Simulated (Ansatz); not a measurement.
Consider Si in the diamond structure (space group Fd-3m, No. 227; a = 5.4703 Å).

The values are results of PBE (Ansatz, a program for electronic structure; PAW; 420 eV plane waves; no SOC), not measurements.

Before the change:

```
Property                        Result
-----------------------------  -------
Smallest direct gap            2.55 eV
Band gap                       0.61 eV
Width of the top valence band  3.76 eV
```

Modification: the cell is scaled by 1.0250 in all directions, atoms relaxed at fixed cell.

Question: What does the calculation give for the smallest direct gap after the change?

Answer: The smallest direct gap falls by 0.25 eV (2.55 eV → 2.30 eV).

Question: What happens to the band gap?

Answer: The band gap rises by 0.12 eV (0.61 eV → 0.73 eV).

Question: Predict the new width of the top valence band.

Answer: The width of the top valence band falls by 0.30 eV (3.76 eV → 3.46 eV).

Question: Predict the new energy relative to the base.

Answer: The energy rises by 29 meV/atom.

The cells carry an imposed strain or load. No phonon test of stability was made.
